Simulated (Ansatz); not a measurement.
## HfB2, pressure series

Consider HfB₂ (space group P6/mmm, No. 191; a = 3.128 Å, c = 3.445 Å).

Cell and atoms are relaxed at each pressure.

Method: plane-wave PAW DFT at the PBEsol level (Ansatz, a quantum-chemistry and plane-wave program, 420 eV), scalar-relativistic without spin-orbit coupling.

Notes on the quantities. enthalpy: H = E + PV relative to the base's energy.

```csv
change,volume per atom,c/a ratio,enthalpy
base,9.73 Å³,1.101,–
pressure −2 GPa,9.81 Å³,1.102,-0.12 eV/atom
pressure −1 GPa,9.77 Å³,1.102,-0.06 eV/atom
pressure 0.3 GPa,9.72 Å³,1.101,+0.02 eV/atom
pressure 0.7 GPa,9.71 Å³,1.101,+0.04 eV/atom
pressure 1.5 GPa,9.68 Å³,1.101,+0.09 eV/atom
pressure 3 GPa,9.62 Å³,1.100,+0.18 eV/atom
pressure 5 GPa,9.55 Å³,1.100,+0.30 eV/atom
pressure 7.5 GPa,9.47 Å³,1.099,+0.45 eV/atom
pressure 10 GPa,9.39 Å³,1.099,+0.60 eV/atom
```

Load acts through the strain it causes; cell and atoms are relaxed under it. Whether these cells are dynamically stable was not tested. Competing high-pressure phases were not computed. The final runs are not spin-polarised.
